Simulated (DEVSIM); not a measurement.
Structure: Pd/SiO2/p-Ge capacitor, at 400 K.

| layer (left to right) | material | thickness (nm) | Na (cm⁻³) |
|---|---|---|---|
| 1 | SiO2 | 13.0 | - |
| 2 | Ge | 18000 | 1.1e15 |

Metal gate on the left, work function 5.2 eV. Fixed charge at the semiconductor interface 1.1e11 cm⁻² (in units of +e); no interface traps.

The device is made up for the run: typed textbook-type constants, with dimensions and the other settings drawn at random. Values at 300 K; Nc and Nv go as T^1.5, mobilities as T to minus their exponent, the gap by Varshni's rule with the affinity fixed.

| parameter | SiO2 | Ge |
|---|---|---|
| gap (eV) | 9 | 0.664 |
| affinity (eV) | 0.9 | 4 |
| permittivity | 3.9 | 16 |
| Nc (cm⁻³) | - | 1.04e19 |
| Nv (cm⁻³) | - | 6e18 |
| Varshni α (eV/K) | - | 0.000477 |
| Varshni β (K) | - | 235 |

Simulated with DEVSIM: 1D Poisson equation in equilibrium, Boltzmann statistics, complete ionisation; no quantum confinement or tunnelling. Metal contacts follow the ideal Schottky-Mott rule: no Fermi-level pinning, no interface dipoles.

Problem. Tabulate band edges, carrier densities and field at 0.9 V on the gate.

Solution. Energies count from the Fermi level of the right contact; mesh points crowd at the junctions.

| x (μm) | Ec (eV) | Ev (eV) | n (cm⁻³) | p (cm⁻³) | field (V/cm) |
|---|---|---|---|---|---|
| 0.000 | 3.400 | -5.600 | < 1e2 | < 1e2 | -23000 |
| 0.001670 | 3.396 | -5.604 | < 1e2 | < 1e2 | -23000 |
| 0.005488 | 3.387 | -5.613 | < 1e2 | < 1e2 | -23000 |
| 0.01024 | 3.376 | -5.624 | < 1e2 | < 1e2 | -23000 |
| 0.01296 | 3.369 | -5.630 | < 1e2 | < 1e2 | -19000 |
| 0.01484 | 0.271 | -0.353 | 6.2e15 | 3.3e14 | 6600 |
| 0.01958 | 0.274 | -0.350 | 5.7e15 | 3.6e14 | 6200 |
| 0.03991 | 0.285 | -0.339 | 4.1e15 | 4.9e14 | 4900 |
| 0.08437 | 0.303 | -0.321 | 2.5e15 | 8.2e14 | 3100 |
| 0.2057 | 0.325 | -0.299 | 1.3e15 | 1.6e15 | 960 |
| 0.5126 | 0.334 | -0.290 | 9.9e14 | 2.0e15 | 46 |
| 1.827 | 0.335 | -0.290 | 9.8e14 | 2.1e15 | ≈ 0 |
| 4.864 | 0.335 | -0.290 | 9.8e14 | 2.1e15 | ≈ 0 |
| 11.38 | 0.335 | -0.290 | 9.8e14 | 2.1e15 | ≈ 0 |
| 16.18 | 0.335 | -0.290 | 9.8e14 | 2.1e15 | ≈ 0 |
| 17.31 | 0.335 | -0.290 | 9.8e14 | 2.1e15 | ≈ 0 |
| 17.75 | 0.335 | -0.290 | 9.8e14 | 2.1e15 | ≈ 0 |
| 17.91 | 0.335 | -0.290 | 9.8e14 | 2.1e15 | ≈ 0 |
| 17.99 | 0.335 | -0.290 | 9.8e14 | 2.1e15 | ≈ 0 |
| 18.00 | 0.335 | -0.290 | 9.8e14 | 2.1e15 | ≈ 0 |
| 18.01 | 0.335 | -0.290 | 9.8e14 | 2.1e15 | ≈ 0 |
| 18.01 | 0.335 | -0.290 | 9.8e14 | 2.1e15 | ≈ 0 |
